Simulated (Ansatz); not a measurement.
**1T (CdI2-type) NiTe₂ (model structure)**

These are r²SCAN (Ansatz, a program for electronic structure, plane waves, PAW) values and carry that method's errors.

Cell: relaxed at this level.

```yaml
interlayer_binding_energy: 18.6 meV/Å²
layer_repeat_distance: 5.435 Å
gap_between_the_layers: 2.831 Å
```

Note: the relaxation could raise the start's symmetry but not lower it, so the cell can be a saddle point.

Spin–orbit coupling is not included.

Static lattice: no zero-point or thermal effects.

The result took roughly 5 core-minutes.

A model structure was made by putting elements into a prototype or built by hand; it is no filed structure, need not be a known phase, and can be a saddle point held by its symmetry.
